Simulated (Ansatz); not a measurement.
# SiC, response to strain

Take SiC in the zinc blende structure (space group F-43m, No. 216; a = 4.380 Å) as the base.

Strains are applied to the cell and any free atomic positions relax.

Calculations: PBE (Ansatz, a first-principles code), spin-orbit coupling left out.

Candidates:
(a) isotropic strain +2.50 %
(b) isotropic strain +3.00 %
(c) isotropic strain −3.00 %
(d) isotropic strain −1.50 %

Notes on the quantities. energy relative to the base: free energy F.

Problem. Order them by energy relative to the base, highest first.

Solution. (c) isotropic strain −3.00 % (+62 meV/atom), (b) isotropic strain +3.00 % (+52 meV/atom), (a) isotropic strain +2.50 % (+36 meV/atom), (d) isotropic strain −1.50 % (+15 meV/atom)

Stability against distortions was not tested.
